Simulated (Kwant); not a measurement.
System: wire with a row of barriers in a Si two-dimensional gas. Effective mass 0.19 mₑ, grid spacing 1.3 nm, hard walls, nominal width 48 nm (37 grid rows, so walls 49.4 nm apart), one parabolic valley, scattering region 130 nm long along x; energies count from the band bottom; Fermi energy swept from 0.00098955 to 0.011751 eV. 4 barrier(s) across the wire, height 0.23 eV, thickness 2.6 nm (about 2 grid columns), spaced by 15.6 nm.

The device is made up for the run: typed textbook-type constants, with dimensions and the other settings drawn at random.

Kwant, effective-mass tight-binding model on a square grid, one spin, coherent transport at 0 K. Conductance is in e²/h.

Q: How many channels do the leads carry at E = 4.37, 9.99, 11.5 meV?

A: The hard-wall thresholds are n² ħ²π²/(2mW²) = n² × 0.811 meV with W = 49.4 nm. √(4.37/0.811) = 2.32, so 2. √(9.99/0.811) = 3.51, so 3. √(11.5/0.811) = 3.76, so 3.
